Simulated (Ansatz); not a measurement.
Band structure of NaTl (Fd-3m, 4 atoms in the cell).

```xyz
4
Lattice="0.0000 3.6597 3.6597 3.6597 0.0000 3.6597 3.6597 3.6597 0.0000" Properties=species:S:1:pos:R:3 pbc="T T T"
Na     3.6597     3.6597     3.6597
Na     5.4896     5.4896     5.4896
Tl     0.0000     0.0000     0.0000
Tl     1.8299     1.8299     1.8299
```

Method of the run: PBEsol, default PAW files made with PBE (plane waves; Ansatz, an electronic-structure program).

Settings: basis.ecutwfc = 420 eV; kpoints.mp_grid.grid = 6 6 6; hamiltonian.xc = pbesol; hamiltonian.pseudopotentials = {kind: paw} (the program's default PAW files); scf.occupations.method = cold; scf.occupations.width = 0.1 eV; kpoints.band_path.npoints = 10.

The starting cell comes from a database of computed structures (which also holds hypothetical and non-ambient phases and stackings), without a prior relaxation at this level. Its lattice was rescaled by a random factor within 2.5 % of one. Spin-orbit coupling is off.

Levels in eV from the Fermi level, bands 19 to 26:
```json
[
 {"point": "Γ", "19": "-9.17", "20": "-2.45", "21": "0.95", "22": "0.95", "23": "0.95", "24": "1.82", "25": "1.82", "26": "1.82"},
 {"point": "X", "19": "-6.62", "20": "-6.62", "21": "-1.66", "22": "-1.66", "23": "-0.01", "24": "-0.01", "25": "6.51", "26": "6.51"},
 {"point": "W", "19": "-6.57", "20": "-6.57", "21": "-2.38", "22": "-2.38", "23": "2.19", "24": "2.19", "25": "3.21", "26": "3.21"},
 {"point": "K", "19": "-6.92", "20": "-6.25", "21": "-2.72", "22": "-1.32", "23": "0.22", "24": "2.27", "25": "4.41", "26": "4.93"},
 {"point": "L", "19": "-7.75", "20": "-5.67", "21": "-1.08", "22": "-0.33", "23": "-0.33", "24": "2.46", "25": "2.46", "26": "3.49"},
 {"point": "U", "19": "-6.92", "20": "-6.25", "21": "-2.72", "22": "-1.32", "23": "0.22", "24": "2.27", "25": "4.41", "26": "4.93"}
]
```

Bands cross the Fermi level along this path, so the cell is metallic at this level.

Keys are those of Ansatz 0.2.
